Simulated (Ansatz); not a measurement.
Start from Al₂O₃ in the corundum structure (space group R-3c, No. 167; a = 4.809 Å, c = 13.124 Å (hexagonal axes)). Axes: x lies along a and z along c of the hexagonal cell.

Level of theory: PBE in Ansatz (plane waves to 420 eV, PAW, no spin-orbit coupling).

For the base:

The band gap comes out as 5.85 eV and the pressure comes out as 0.00 GPa.

The change: uniaxial strain ε_zz = −3.00 %, all other strain components held at zero, atoms relaxed at fixed cell.

Q: What does the calculation give for the band gap, energy relative to the base and pressure after the change?

A: The band gap rises by 0.11 eV to 5.96 eV; the energy goes up by 11 meV/atom; the pressure (mean of the normal stresses, compression positive) goes from zero to 7.18 GPa.

Stability against distortions was not tested.

Ansatz is a first-principles code.
